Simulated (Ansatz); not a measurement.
The starting structures come from a database of crystals and need not be the phases stable at ambient conditions.

The decay constant κ of evanescent states in the gap governs leakage through a thin film.

Here is the system:

```
CELL_PARAMETERS angstrom
      2.87725     0.00000     0.00000
      0.00000     2.87725     0.00000
      1.43862    -1.43862     2.03452
ATOMIC_POSITIONS crystal
  Al 0.50000 0.50000 0.00000
  N  0.00000 0.00000 0.00000
```

The cell is taken as given; by r2SCAN it stands under a pressure of -6.1 GPa.

Transport runs along the normal of the first two printed cell vectors, the (001) plane of the conventional cell.

No gap correction and no spin-orbit coupling; mid-gap is the computed energy nearest the middle.

Task: Give the band gap and the smallest decay constant κ at mid-gap that r2SCAN (Ansatz, a quantum-chemistry and plane-wave program) yields.

Result: Gap 5.29 eV on a 14×14×14 mesh; κ = 0.355 1/Å, at the zone centre.
